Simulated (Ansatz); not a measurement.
Take Ir in the fcc (Cu type) structure (space group Fm-3m, No. 225; a = 3.830 Å) as the base.

Computed with PBEsol (Ansatz, a quantum-chemistry and plane-wave program, PAW, spin-orbit coupling left out).

For the base:

| Property | Value |
|---|---|
| Pressure | 0.0 GPa |

Perturbation: an isotropic linear strain of −2.09 %; the atoms relax in the strained cell.

Task: What does the calculation give for the energy relative to the base and pressure after the change?

Result: The energy rises by 73 meV/atom; the pressure goes from zero to 28.7 GPa.

No phonon test of stability was made. The final runs are not spin-polarised.
